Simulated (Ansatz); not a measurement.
Consider TiO2 in the rutile structure (space group P4_2/mnm, No. 136; a = 4.643 Å, c = 2.964 Å). Axes: x, y, z lie along a, b, c of the conventional cell.

Method: PBE/PAW in Ansatz (an electronic-structure program), scalar-relativistic without spin-orbit coupling.

Strains are applied to the cell and any free atomic positions relax.

One change was made to it. Results:

The pressure (mean of the normal stresses, compression positive) goes from zero to 6.56 GPa; the gap character is still direct at Γ; the energy goes up by 9.5 meV/atom; the band gap grows by 0.06 eV, from 1.86 eV to 1.92 eV.

**Question.** Name the change that was made.
(A) uniaxial strain ε_zz = −0.60 %
(B) uniaxial strain ε_zz = −2.40 %
(C) uniaxial strain ε_zz = −1.20 %
(D) uniaxial strain ε_zz = −3.00 %

**Answer.** B, uniaxial strain ε_zz = −2.40 %. For comparison, the energy relative to the base in the other runs: uniaxial strain ε_zz = −3.00 % gives +15 meV/atom; uniaxial strain ε_zz = −1.20 % gives +2.3 meV/atom; uniaxial strain ε_zz = −0.60 % gives +0.6 meV/atom.

No phonon test of stability was made. All final runs are without spin polarisation.
